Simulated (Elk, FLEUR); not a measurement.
A FLEUR input for a self-consistent single point of AlNi3 (Pm-3m, 4 atoms in the cell) (DFT, PBE, all-electron FLAPW (FLEUR), scalar-relativistic valence):

Input of the input generator:

```
AlNi3 crystal
&input film=f /
1.0000000000 0.0000000000 0.0000000000
0.0000000000 1.0000000000 0.0000000000
0.0000000000 0.0000000000 1.0000000000
6.6682520095
1.0 1.0 1.0

4
13 0.0000000000 0.0000000000 0.0000000000 : 0.00
28 0.0000000000 0.5000000000 0.5000000000 : 2.00
28 0.5000000000 0.0000000000 0.5000000000 : 2.00
28 0.5000000000 0.5000000000 0.0000000000 : 2.00

&comp jspins=2 /
&kpt div1=8 div2=8 div3=8 gamma=t /
&end /
```

```xml
<?xml version="1.0" encoding="UTF-8" standalone="no"?>
<fleurInput fleurInputVersion="0.39">
   <comment>
      AlNi3 crystal                                                                                       
   </comment>
   <calculationSetup>
      <cutoffs Kmax="4.6" Gmax="13.8" GmaxXC="13.8" numbands="0"/>
      <scfLoop itmax="100" minDistance="0.00001" maxIterBroyd="99" imix="Anderson" alpha="0.05" precondParam="0.0" spinf="2.0"/>
      <coreElectrons ctail="T" frcor="F" kcrel="0" coretail_lmax="0"/>
      <xcFunctional name="pbe" relativisticCorrections="F"/>
      <magnetism jspins="2"/>
      <soc l_soc="F" theta="0.0" phi="0.0" spav="F"/>
      <expertModes spex="0" secvar="F"/>
      <geometryOptimization l_f="T" forcealpha="1.0" forcemix="BFGS" epsdisp="0.00001" epsforce="0.00001"/>
      <ldaU l_linMix="F" mixParam="0.05" spinf="1.0"/>
   </calculationSetup>
   <cell>
      <bzIntegration valenceElectrons="51.0" mode="gauss" fermiSmearingEnergy="0.00367493">
         <kPointListSelection listName="default-1"/>
         <!-- k-points included here -->
         <xi:include xmlns:xi="http://www.w3.org/2001/XInclude" href="kpts.xml"> </xi:include>
      </bzIntegration>
      <!-- symmetry operations included here -->
      <xi:include xmlns:xi="http://www.w3.org/2001/XInclude" href="sym.xml"> </xi:include>
      <bulkLattice scale="1.0">
         <bravaisMatrix>
            <row-1>    6.6682520094999997     0.0000000000000000     0.0000000000000000</row-1>
            <row-2>    0.0000000000000000     6.6682520094999997     0.0000000000000000</row-2>
            <row-3>    0.0000000000000000     0.0000000000000000     6.6682520094999997</row-3>
         </bravaisMatrix>
      </bulkLattice>
   </cell>
   <atomSpecies>
      <species name="Aluminum (Al)" element="Al" atomicNumber="13">
         <mtSphere radius="1.73" gridPoints="599" logIncrement="0.019"/>
         <atomicCutoffs lmax="8" lnonsphr="6"/>
         <electronConfig flipSpins="F">
            <coreConfig>(1s1/2) (2s1/2) (2p1/2) (2p3/2)</coreConfig>
            <valenceConfig>(3s1/2) (3p1/2) (3p3/2)</valenceConfig>
            <stateOccupation state="(3p1/2)" spinUp="0.1666666667" spinDown="0.1666666667"/>
            <stateOccupation state="(3p3/2)" spinUp="0.3333333333" spinDown="0.3333333333"/>
         </electronConfig>
         <energyParameters s="3" p="3" d="3" f="4"/>
      </species>
      <species name="Nickel (Ni2.000" element="Ni" atomicNumber="28">
         <mtSphere radius="2.20" gridPoints="761" logIncrement="0.016"/>
         <atomicCutoffs lmax="8" lnonsphr="6"/>
         <electronConfig flipSpins="F">
            <coreConfig>(1s1/2) (2s1/2) (2p1/2) (2p3/2) (3s1/2)</coreConfig>
            <valenceConfig>(3p1/2) (3p3/2) (4s1/2) (3d3/2) (3d5/2)</valenceConfig>
            <stateOccupation state="(3d3/2)" spinUp="2.0" spinDown="1.2"/>
            <stateOccupation state="(3d5/2)" spinUp="3.0" spinDown="1.8"/>
         </electronConfig>
         <energyParameters s="4" p="4" d="3" f="4"/>
         <lo type="SCLO" l="1" n="3" eDeriv="0"/>
      </species>
   </atomSpecies>
   <atomGroups>
      <atomGroup species="Aluminum (Al)">
         <relPos label="                   1">.0000000000 .0000000000 .0000000000</relPos>
         <force calculate="T" relaxXYZ="TTT"/>
      </atomGroup>
      <atomGroup species="Nickel (Ni2.000">
         <relPos label="                   2">.0000000000 1.000/2.000 1.000/2.000</relPos>
         <relPos label="                   3">1.000/2.000 .0000000000 1.000/2.000</relPos>
         <relPos label="                   4">1.000/2.000 1.000/2.000 .0000000000</relPos>
         <force calculate="T" relaxXYZ="TTT"/>
      </atomGroup>
   </atomGroups>
   <output dos="F" band="F" slice="F">
      <checks vchk="F" cdinf="F"/>
      <bandDOS minEnergy="-.5*Htr" maxEnergy="0.5*Htr" sigma="0.015" storeEVData="T"/>
      <vacuumDOS vacdos="F" integ="F" star="F" nstars="0" locx1="0.0" locy1="0.0" locx2="0.0" locy2="0.0" nstm="0" tworkf="0.0"/>
      <unfoldingBand unfoldBand="F" supercellX="1" supercellY="1" supercellZ="1"/>
      <plotting iplot="0" polar="F">
         <plot TwoD="T" vec1="  1.0  0.0  0.0" vec2="  0.0  1.0  0.0" vec3="  0.0  0.0  1.0" zero="  0.0  0.0  0.0" file="plot"/>
      </plotting>
      <chargeDensitySlicing numkpt="0" minEigenval="0.0" maxEigenval="0.0" nnne="0" pallst="F"/>
      <specialOutput eonly="F"/>
      <magneticCircularDichroism mcd="F" energyLo="-10.0" energyUp="0.0"/>
   </output>
  <!-- We include the file relax.xml here to enable relaxations (see documentation) -->
  <xi:include xmlns:xi="http://www.w3.org/2001/XInclude" href="relax.xml"> <xi:fallback/> </xi:include>
</fleurInput>
```

### Question
Give the Elk input for the same structure, mesh, smearing and functional.

### Answer
One input that does it (others would too):

```
tasks
  0

xctype
  20

spinpol
  .true.

reducebf
  0.7

rgkmax
  7.0

nempty
  10

stype
  0

swidth
  0.00367493

scale
  6.668252009

avec
    1.0000000000    0.0000000000    0.0000000000
    0.0000000000    1.0000000000    0.0000000000
    0.0000000000    0.0000000000    1.0000000000

sppath
  './'

atoms
  2   : nspecies
  'Al.in'   : spfname
  1   : natoms; atposl, bfcmt below
  0.0000000000  0.0000000000  0.0000000000    0.0 0.0 0.0
  'Ni.in'   : spfname
  3   : natoms; atposl, bfcmt below
  0.0000000000  0.5000000000  0.5000000000    0.0 0.0 -0.5
  0.5000000000  0.0000000000  0.5000000000    0.0 0.0 -0.5
  0.5000000000  0.5000000000  0.0000000000    0.0 0.0 -0.5

ngridk
  8 8 8
```

Basis settings and potentials, where a program has them, do not carry over. This input uses DFT, PBE, all-electron FP-LAPW, Elk's shipped species files, default APW+lo basis. Both were run: size of the net moment 0.18 μB/atom in FLEUR and 0.18 in Elk.

On FLEUR: the starting cell comes from a database of computed structures (which also holds hypothetical and non-ambient phases and stackings), without a prior relaxation at this level. Its lattice was rescaled by a random factor within 2.5 % of one. The moments shrank to a small part of their start, a low-spin state that need not be the lowest. Values depend on the basis (sphere radii, cutoffs, local orbitals), which need not be converged.

On Elk: the starting cell comes from a database of computed structures (which also holds hypothetical and non-ambient phases and stackings), without a prior relaxation at this level. Its lattice was rescaled by a random factor within 2.5 % of one. The moments shrank to a small part of their start, a low-spin state that need not be the lowest. Values depend on the basis (sphere radii, cutoffs, local orbitals), which need not be converged.
